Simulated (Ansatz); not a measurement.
## CaF2: pressure series

Take CaF2 in the fluorite structure (space group Fm-3m, No. 225; a = 5.511 Å) as the base.

Cell and atoms are relaxed at each pressure.

The values are results of Ansatz (an electronic-structure program) PBE, without spin-orbit coupling, not measurements.

```csv
pressure (GPa),band gap (eV)
-2,6.98
-1,7.07
0,7.14
0.7,7.19
1.5,?
3,7.35
5,7.48
7.5,7.63
10,7.77
```

Task: Fit E_g = E₀ + αP + βP² to the rows shown and predict the withheld row.

Result: Least squares on the printed values gives E₀ = 7.14 eV, α = 74.0 meV/GPa, β = -1.1 meV/GPa² (largest residual 0.01 eV); this predicts 7.25 eV, and the run gives 7.25 eV, in agreement.

Load acts through the strain it causes; cell and atoms are relaxed under it. No phonon test of stability was made. Competing high-pressure phases were not computed.
